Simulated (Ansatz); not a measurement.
## A computed series for Ti: pressure series

Take Ti in the hcp (Mg type) structure (space group P6_3/mmc, No. 194; a = 2.939 Å, c = 4.650 Å) as the base.

Cell and atoms are relaxed at each pressure.

Level of theory: DFT with PBE, PAW potentials and a 420 eV plane-wave cutoff in Ansatz (a program for electronic structure), no SOC, earlier PAW set.

Notes on the quantities. enthalpy: H = E + PV relative to the base's energy.

```
variant           lattice parameter a       enthalpy  c/a ratio
----------------  -------------------  -------------  ---------
base                          2.939 Å              –      1.582
pressure −2 GPa               2.957 Å  -0.22 eV/atom      1.581
pressure −1 GPa               2.948 Å  -0.11 eV/atom      1.582
pressure 3 GPa                2.913 Å  +0.32 eV/atom      1.584
pressure 7 GPa                2.882 Å  +0.74 eV/atom      1.585
pressure 15 GPa               2.830 Å  +1.54 eV/atom      1.587
pressure 30 GPa                     …  +2.93 eV/atom          …
pressure 50 GPa               2.666 Å  +4.65 eV/atom      1.604
pressure 75 GPa               2.570 Å  +6.61 eV/atom      1.639
pressure 100 GPa              2.450 Å  +8.41 eV/atom      1.744
```

Problem. Some entries are withheld; estimate them.

Solution. 
- pressure 30 GPa, lattice parameter a: 2.751 Å
- pressure 30 GPa, c/a ratio: 1.592

Load acts through the strain it causes; cell and atoms are relaxed under it. Stability against distortions was not tested. No other phases were tried under pressure. The final runs are not spin-polarised.
